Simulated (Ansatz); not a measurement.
A calculation on CsSnBr₃ (Pm-3m, No. 221, 5 atoms in the cell; start mp-27214) returned lattice constant a 5.895 Å, cohesive energy 2.85 eV/atom.

Problem. Which level of theory produced these numbers?
(A) LDA (Ansatz, a quantum-chemistry and plane-wave program)
(B) PBE (Ansatz)
(C) PBE-D3(BJ) (Ansatz)
(D) PBEsol (Ansatz)

Solution. B, PBE (Ansatz)

The others give: PBEsol 5.765 Å, 3.06 eV/atom; PBE-D3(BJ) 5.816 Å, 3.06 eV/atom; LDA 5.665 Å, 3.35 eV/atom.

Unless a cell is named, each level is at its own relaxed cell (LDA 36.37, PBE 40.97, PBE-D3(BJ) 39.35, PBEsol 38.33 Å³/atom).

Caveats: the relaxation could not lower the start's symmetry, so the cell can be a saddle point above a distorted one (PBEsol, PBE-D3(BJ), LDA, PBE). Ansatz's density-functional and Hartree–Fock values are scalar-relativistic unless marked +SOC, with PAW data made under PBE.

A start named mp-… is a Materials Project structure, which need not be a measured phase.
